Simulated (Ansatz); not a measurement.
The parent structure is NaCl in the rock salt structure (space group Fm-3m, No. 225; a = 5.601 Å). Axes: x, y, z lie along the cube axes.

Method: PBEsol (Ansatz, a program for electronic structure; PAW; 420 eV plane waves; scalar-relativistic without spin-orbit coupling).

Base values:

```
Item                                Result
---------------------  -------------------
Band gap                           5.01 eV
Valence-band top at Γ  0.00, 0.00, 0.00 eV
```

The change: biaxial strain +0.50 %, plane normal [001], relaxed out of plane (Cartesian); in-plane vectors clamped, the third vector and the atoms free.

Q: What does the calculation give for the band gap after the change?

A: The band gap decreases by 0.03 eV to 4.98 eV.

Q: Predict the new valence-band top at Γ.

A: The valence-band top at Γ (three highest levels, from the VBM) becomes 0.00, 0.00, -0.01 eV (base: 0.00, 0.00, 0.00 eV).

Q: What happens to the in-plane stress?

A: The mean in-plane stress (compression positive) amounts to -0.3 GPa.

Stability against distortions was not tested.
